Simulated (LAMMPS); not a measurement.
Simulation of Pd (fcc), 2048 atoms, at 1920 K and 0 GPa, heated as the crystal.

Model: classical MD, pair style meam, file library.meam (library.meam-Pd) (LAMMPS).

- state found = crystal; no diffusion seen in 30 ps
- density = 11.6103 ± 0.0005 g/cm³
- volume per atom = 15.2206 ± 0.0007 Å³/atom
- enthalpy per atom = -3.4216 ± 0.0005 eV/atom
- first peak of g(r) = 2.76 Å, height 4.4
- coordination number = 12.0 (counted to 3.38 Å)
- most common Pd-Pd-Pd angle = at the 3° bin centred on 58.5°, after smoothing over three bins (mean of all 97°)
- mean frequency of the vibrational (phonon) density of states = 5.5 THz
- cost = around 20 core-minutes (rough)

Potential: file library.meam of the LAMMPS distribution; its header cites Baskes, Phys Rev B, 46, 2727-2742 (1992).

Caution: the potential MEAM library.meam-Pd is a first-neighbour MEAM set with a 4 Å cutoff, used here without a parameter file and away from the static properties it was fitted to. Caution: this crystal lies over the melting point of about 1630 K that MEAM library.meam-Pd gives, so it is superheated.

States go by the mean squared displacement: a species diffuses where it passes 1.5 Å², still rises and gives D over 1e-6 cm²/s; a crystal has left its structure where atoms lie 0.35 Å off their sites on average or a cubic box changes its shape by 3 %, or the axial ratios of another lie 8 % off the starting cell's, which the potential's own relaxation can also do.

The ± values are statistical; the model's systematic error is not in them.

| frequency (THz) | vibrational (phonon) density of states (1/THz) |
|---|---|
| 0.08800 | 0.0004 |
| 0.4410 | 0.0030 |
| 0.7940 | 0.0109 |
| 1.147 | 0.0209 |
| 1.500 | 0.0321 |
| 1.852 | 0.0452 |
| 2.205 | 0.0608 |
| 2.558 | 0.0802 |
| 2.910 | 0.0992 |
| 3.263 | 0.1248 |
| 3.616 | 0.1514 |
| 3.969 | 0.1690 |
| 4.322 | 0.1831 |
| 4.674 | 0.1919 |
| 5.027 | 0.1878 |
| 5.380 | 0.1800 |
| 5.732 | 0.1689 |
| 6.085 | 0.1615 |
| 6.438 | 0.1599 |
| 6.791 | 0.1688 |
| 7.144 | 0.1671 |
| 7.497 | 0.1359 |
| 7.849 | 0.0897 |
| 8.202 | 0.0552 |
| 8.555 | 0.0369 |
| 8.908 | 0.0261 |
| 9.261 | 0.0194 |
| 9.613 | 0.0152 |
| 9.966 | 0.0121 |
| 10.32 | 0.0100 |
| 10.67 | 0.0084 |
| 11.02 | 0.0070 |
| 11.38 | 0.0059 |
| 11.73 | 0.0050 |
| 12.08 | 0.0043 |
| 12.44 | 0.0037 |
| 12.79 | 0.0032 |
| 13.14 | 0.0028 |
| 13.49 | 0.0025 |
| 13.85 | 0.0022 |
| 14.20 | 0.0020 |
| 14.55 | 0.0017 |
| 14.91 | 0.0015 |
| 15.26 | 0.0014 |
| 15.61 | 0.0013 |
| 15.96 | 0.0011 |
| 16.32 | 0.0010 |
| 16.67 | 0.0009 |
| 17.02 | 0.0008 |
| 17.37 | 0.0008 |
